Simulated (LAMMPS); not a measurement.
Pressure dependence of Ni (fcc) at 1040 K, from the crystal.

Model: classical MD, pair style eam, the elements' _u3.eam files (universal-3 set of Foiles, Baskes and Daw) (LAMMPS).

```csv
P (GPa),state,volume,coordination number
0,crystal; no diffusion seen in 30 ps,11.4708 ± 0.0008 Å³/atom,12.0 (counted to 3.10 Å)
2,crystal; no diffusion seen in 30 ps,11.3109 ± 0.0003 Å³/atom,12.0 (counted to 3.06 Å)
5,crystal; no diffusion seen in 30 ps,11.0942 ± 0.0004 Å³/atom,12.0 (counted to 3.06 Å)
```

Caution (rows 2; 5): a run this short can hold a crystal over, or a liquid under, the potential's own melting point, which these runs don't give.

Estimate the isothermal bulk modulus at zero pressure. A parabola P(ln V) through the three points gives −dP/d ln V = 140 GPa at zero pressure.

States go by the mean squared displacement: a species diffuses where it passes 1.5 Å², still rises and gives D over 1e-6 cm²/s; a crystal has left its structure where atoms lie 0.35 Å off their sites on average or a cubic box changes its shape by 3 %, or the axial ratios of another lie 8 % off the starting cell's, which the potential's own relaxation can also do.

Uncertainties are statistical and leave out the potential's own error.
